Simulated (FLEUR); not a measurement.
## Worked example: self-consistent single point of Tl₃Ge (Pm-3m, 4 atoms in the cell) in FLEUR

Computed with PBEsol, all-electron FLAPW (FLEUR), scalar-relativistic valence in FLEUR.

Input:

Input of the input generator:

```
Tl3Ge crystal
&input film=f /
1.0000000000 0.0000000000 0.0000000000
0.0000000000 1.0000000000 0.0000000000
0.0000000000 0.0000000000 1.0000000000
9.0027894283
1.0 1.0 1.0

4
81 0.0000000000 0.5000000000 0.5000000000
81 0.5000000000 0.0000000000 0.5000000000
81 0.5000000000 0.5000000000 0.0000000000
32 0.0000000000 0.0000000000 0.0000000000

&comp jspins=1 /
&exco xctyp='PBEs' /
&kpt div1=5 div2=5 div3=5 /
&end /
```

```xml
<?xml version="1.0" encoding="UTF-8" standalone="no"?>
<fleurInput fleurInputVersion="0.39">
   <comment>
      Tl3Ge crystal                                                                                       
   </comment>
   <calculationSetup>
      <cutoffs Kmax="3.8" Gmax="15.2" GmaxXC="15.2" numbands="0"/>
      <scfLoop itmax="80" minDistance="0.00001" maxIterBroyd="40" imix="Anderson" alpha="0.05" precondParam="0.0" spinf="2.0"/>
      <coreElectrons ctail="T" frcor="F" kcrel="0" coretail_lmax="0"/>
      <xcFunctional name="PBEs" relativisticCorrections="F"/>
      <magnetism jspins="1"/>
      <soc l_soc="F" theta="0.0" phi="0.0" spav="F"/>
      <expertModes spex="0" secvar="F"/>
      <geometryOptimization l_f="T" forcealpha="1.0" forcemix="BFGS" epsdisp="0.00001" epsforce="0.00001"/>
      <ldaU l_linMix="F" mixParam="0.05" spinf="1.0"/>
   </calculationSetup>
   <cell>
      <bzIntegration valenceElectrons="53.0" mode="hist" fermiSmearingEnergy="0.00367493">
         <kPointListSelection listName="default-1"/>
         <!-- k-points included here -->
         <xi:include xmlns:xi="http://www.w3.org/2001/XInclude" href="kpts.xml"> </xi:include>
      </bzIntegration>
      <!-- symmetry operations included here -->
      <xi:include xmlns:xi="http://www.w3.org/2001/XInclude" href="sym.xml"> </xi:include>
      <bulkLattice scale="1.0">
         <bravaisMatrix>
            <row-1>    9.0027894282999998     0.0000000000000000     0.0000000000000000</row-1>
            <row-2>    0.0000000000000000     9.0027894282999998     0.0000000000000000</row-2>
            <row-3>    0.0000000000000000     0.0000000000000000     9.0027894282999998</row-3>
         </bravaisMatrix>
      </bulkLattice>
   </cell>
   <atomSpecies>
      <species name="Thallium (Tl)" element="Tl" atomicNumber="81">
         <mtSphere radius="2.63" gridPoints="925" logIncrement="0.015"/>
         <atomicCutoffs lmax="10" lnonsphr="8"/>
         <electronConfig flipSpins="F">
            <coreConfig>(1s1/2) (2s1/2) (2p1/2) (2p3/2) (3s1/2) (3p1/2) (3p3/2) (4s1/2) (3d3/2) (3d5/2) (4p1/2) (4p3/2) (5s1/2) (4d3/2) (4d5/2) (4f5/2) (4f7/2) (5p1/2) (5p3/2)</coreConfig>
            <valenceConfig>(6s1/2) (5d3/2) (5d5/2) (6p1/2) (6p3/2)</valenceConfig>
            <stateOccupation state="(6p1/2)" spinUp="0.1666666666667" spinDown="0.1666666666667"/>
            <stateOccupation state="(6p3/2)" spinUp="0.3333333333333" spinDown="0.3333333333333"/>
         </electronConfig>
         <energyParameters s="6" p="6" d="6" f="5"/>
         <lo type="SCLO" l="2" n="5" eDeriv="0"/>
      </species>
      <species name="Germanium (Ge)" element="Ge" atomicNumber="32">
         <mtSphere radius="2.63" gridPoints="925" logIncrement="0.014"/>
         <atomicCutoffs lmax="10" lnonsphr="8"/>
         <electronConfig flipSpins="F">
            <coreConfig>(1s1/2) (2s1/2) (2p1/2) (2p3/2) (3s1/2) (3p1/2) (3p3/2)</coreConfig>
            <valenceConfig>(4s1/2) (3d3/2) (3d5/2) (4p1/2) (4p3/2)</valenceConfig>
            <stateOccupation state="(4p1/2)" spinUp="0.3333333333333" spinDown="0.3333333333333"/>
            <stateOccupation state="(4p3/2)" spinUp="0.6666666666667" spinDown="0.6666666666667"/>
         </electronConfig>
         <energyParameters s="4" p="4" d="3" f="4"/>
         <lo type="HELO" l="2" n="4" eDeriv="0"/>
      </species>
   </atomSpecies>
   <atomGroups>
      <atomGroup species="Thallium (Tl)">
         <relPos label="                   1">.0000000000 1.000/2.000 1.000/2.000</relPos>
         <relPos label="                   2">1.000/2.000 .0000000000 1.000/2.000</relPos>
         <relPos label="                   3">1.000/2.000 1.000/2.000 .0000000000</relPos>
         <force calculate="T" relaxXYZ="TTT"/>
      </atomGroup>
      <atomGroup species="Germanium (Ge)">
         <relPos label="                   4">.0000000000 .0000000000 .0000000000</relPos>
         <force calculate="T" relaxXYZ="TTT"/>
      </atomGroup>
   </atomGroups>
   <output dos="F" band="F" slice="F">
      <checks vchk="F" cdinf="F"/>
      <bandDOS minEnergy="-.5*Htr" maxEnergy="0.5*Htr" sigma="0.015" storeEVData="T"/>
      <vacuumDOS vacdos="F" integ="F" star="F" nstars="0" locx1="0.0" locy1="0.0" locx2="0.0" locy2="0.0" nstm="0" tworkf="0.0"/>
      <unfoldingBand unfoldBand="F" supercellX="1" supercellY="1" supercellZ="1"/>
      <plotting iplot="0" polar="F">
         <plot TwoD="T" vec1="  1.0  0.0  0.0" vec2="  0.0  1.0  0.0" vec3="  0.0  0.0  1.0" zero="  0.0  0.0  0.0" file="plot"/>
      </plotting>
      <chargeDensitySlicing numkpt="0" minEigenval="0.0" maxEigenval="0.0" nnne="0" pallst="F"/>
      <specialOutput eonly="F"/>
      <magneticCircularDichroism mcd="F" energyLo="-10.0" energyUp="0.0"/>
   </output>
  <!-- We include the file relax.xml here to enable relaxations (see documentation) -->
  <xi:include xmlns:xi="http://www.w3.org/2001/XInclude" href="relax.xml"> <xi:fallback/> </xi:include>
</fleurInput>
```

The program printed (abridged):

```
      Welcome to FLEUR        (www.flapw.de)
      MaX-Release 8.1          (www.max-centre.eu)

 ========== k-point set info ==========
 Selected k-point list: default-1
 k-point list type: mesh
 5 x 5 x 5
 Number of k points: 10

 ------------Calculation Setup---------------------------
           1           2           5          10
 Number of basis functions:          711
 Iteration:     1   Distance:       5.73707170 me/bohr^3
 Iteration:     2   Distance:       5.30413069 me/bohr^3
 Iteration:     3   Distance:       2.05041682 me/bohr^3
 Iteration:     4   Distance:       0.75667903 me/bohr^3
 Iteration:     5   Distance:       0.58233695 me/bohr^3
 Iteration:     6   Distance:       0.16218565 me/bohr^3
   [... 4 lines left out ...]
 Iteration:    11   Distance:       0.00049607 me/bohr^3
 Iteration:    12   Distance:       0.00018506 me/bohr^3
 Iteration:    13   Distance:       0.00018466 me/bohr^3
 Iteration:    14   Distance:       0.00002877 me/bohr^3
 Iteration:    15   Distance:       0.00000308 me/bohr^3

 Run finished successfully
 Stop message:
   Structural relaxation: Done

[file out, last iteration]
             iter=     16
          p o t e n t i a l   g e n e r a t o r
[...]
          integral of pseudo charge density inside the slab=        0.000000   0.000000
     coulomb potential in the interstitial region:
          density-coulomb potential integrals
          total density-coulomb potenti  -109843.8830783776
          density-effective potential integrals for spin  1
          total density-effective poten   -1.1143428749E+05
          charge density-energy density integrals
          total charge density-energy d   -1.2075824585E+03
 Updated energy parameters for spin:           1
  Atom    1 6s branch from -4.38 to  0.79 htr. ; e_l =  0.0222
  Atom    1 6p branch from -2.36 to  1.64 htr. ; e_l =  0.2624
  Atom    1 6d branch from -0.05 to  3.04 htr. ; e_l =  0.4590
  Atom    1 5f branch from -3.76 to  2.03 htr. ; e_l =  0.5849
  Atom    1 5d branch from-13.31 to -0.05 htr. ; e_l(l -0.1492
  Atom    2 4s branch from -5.74 to  0.43 htr. ; e_l = -0.0224
  Atom    2 4p branch from -3.80 to  0.98 htr. ; e_l =  0.2434
  Atom    2 3d branch from -9.99 to -0.63 htr. ; e_l = -0.6331
  Atom    2 4f branch from -9.99 to  2.68 htr. ; e_l =  0.6477
  Atom    2-4d branch from  1.54 to  1.54 htr. ; e_l(l  1.5412
[...]
 fermi energy and band-weighting factors:
at   0.40000   0.40000   0.40000   k-weight:    0.064000
   41 eigenvalues :
   -0.641668   -0.641667   -0.641667   -0.641606   -0.641606   -0.167218   -0.165906   -0.163932
   -0.163932   -0.158802   -0.158802   -0.156860   -0.150734   -0.148090   -0.148090   -0.145812
   -0.145812   -0.139588   -0.139588   -0.137072   -0.010479    0.034040    0.063471    0.063471
    0.156916    0.156916    0.159607    0.202017    0.433993    0.460035    0.460035    0.529618
    0.529618    0.568789    0.578033    0.578033    0.624485    0.629823    0.629823    0.664282
    0.699753
   [... 2 blocks of this kind left out ...]

[...]
FERMIE:
          first approx. to ef    (T=0)  :   0.258650 htr   (energy of the highest occ. eigenvalue)
          number of occ. states  (T=0)  :        267
          first approx. to seigv (T=0)  :  -9.629241 htr
          sum of weights of occ. states :  26.632000
          sum of semicore charge        :   0.000000 e
FERHIS:  Fermi-Energy by histogram:
          bandgap                     :   0.011150 htr
          charge neutrality (T=0)     :   0.264000    (zero if the highest occ. eigenvalue is "entirely" occupied)
     EF_NEWTON:  Adjust Fermi-Energy by Newton-Method.
               Number of iterations needed  :   5
               The error in the weight is   : -0.88818E-15
               The error in ef is           :  0.29814E-16 htr
     -->  new fermi energy            :   0.260436 htr
          valence charge              :  53.000000 e
          actual charge blw ef-8kt    :  51.056000 e
          actual charge blw ef+8kt    :  53.000000 e
          number of occ. states       :       275
          sum of the valence weights  :   26.500000
          entropy         :   0.699386 *kb htr/K =   0.00000 htr/K
          sum of val. single particle energies:        -9.6968622938 htr
 Direct bandgap for spin            1 :    2.3161728009197941E-002  Htr
 at k-point            3  with k-vector   0.40000000000000002       0.40000000000000002        0.0000000000000000
          valence density: spin= 1
[...]
     l-like charge
     atom     s        p        d        f        total
 -->  1    1.17995  0.40355  9.63546  0.00881   11.22892
 -->  2    1.51955  1.13523 10.02173  0.00676   12.68435
          total charge for spin  1=   53.000000
          interst. charge =       6.628887
          mt charge=             11.228920   12.684353
          total charge  =   53.000000
          z= 81.     r(1)=  0.251556E-05     dx= 0.015000     m.t.index= 925
               n    l     j    energy       weight
               1.   0.   0.5-3140.2223      2.0000
               2.   0.   0.5 -558.3016      2.0000
               2.   1.   0.5 -535.8584      2.0000
   [... 16 lines left out ...]
          atom type    1  (spin 1)
          kinetic energy=  0.233983856259E+05     sum of the eigenvalues= -0.125165048422E+05
          0.00429276  electrons lost from core.
          z= 32.     r(1)=  0.633756E-05     dx= 0.014000     m.t.index= 925
               n    l     j    energy       weight
               1.   0.   0.5 -401.9256      2.0000
               2.   0.   0.5  -49.9150      2.0000
               2.   1.   0.5  -44.3629      2.0000
               2.   1.   1.5  -43.1931      4.0000
               3.   0.   0.5   -5.7407      2.0000
               3.   1.   0.5   -3.9112      2.0000
               3.   1.   1.5   -3.7539      4.0000
          atom type    2  (spin 1)
          kinetic energy=  0.198439948605E+04     sum of the eigenvalues= -0.119949889040E+04
          0.00008960  electrons lost from core.
          total charge for spin  1=  275.000000
          interst. charge =       6.641848
          mt charge=             79.224629   30.684267
          total charge  =  275.000000
          zc=   275.000000     qfix=    1.000000
     t o t a l  e n e r g y
          sum of eigenvalues =            -38758.7102794009
          density-coulomb potential int  -109843.8830783776
          density-effective potential i  -111434.2874868068
          charge density-ex.-corr.energ    -1207.5824585056
          el.-nucl. inter. diff. m.t.      76843.4222965869
          Madelung term for atom type:      -111.8036989119
          el.-nucl. inter. diff. m.t.       2525.9994746101
          Madelung term for atom type:       -12.6567751294
 ---->    total energy=                   -62947.8290355267 htr
 ---->    (input%tkb*entropy) TS=              0.0025701928 htr
 ---->    free energy=                    -62947.8316057195 htr
      extrapolation for T->0
 ---->    total electron energy=          -62947.8303206231 htr
 ***** TOTAL FORCES ON ATOMS *****
 TOTAL FORCE FOR ATOM TYPE=  1  X=  0.000   Y=  4.501   Z=  4.501
                       FX_TOT= 0.000000 FY_TOT= 0.000000 FZ_TOT= 0.000000
 TOTAL FORCE FOR ATOM TYPE=  2  X=  0.000   Y=  0.000   Z=  0.000
                       FX_TOT= 0.000000 FY_TOT= 0.000000 FZ_TOT= 0.000000
 Structural relaxation: Done
```

The run converged in 15 iterations. FLEUR gives forces in its relaxation mode, with a further iteration, so its stop message speaks of a relaxation.

The starting cell comes from a database of computed structures (which also holds hypothetical and non-ambient phases and stackings), without a prior relaxation at this level. Its lattice was rescaled by a random factor within 2.5 % of one. Spin-orbit coupling is off. Values depend on the basis (sphere radii, cutoffs, local orbitals), which need not be converged. The log's line on a gap gives a spacing of levels on this mesh, which the program prints for metals too.

Cost on one core of a shared machine: roughly 80 s.
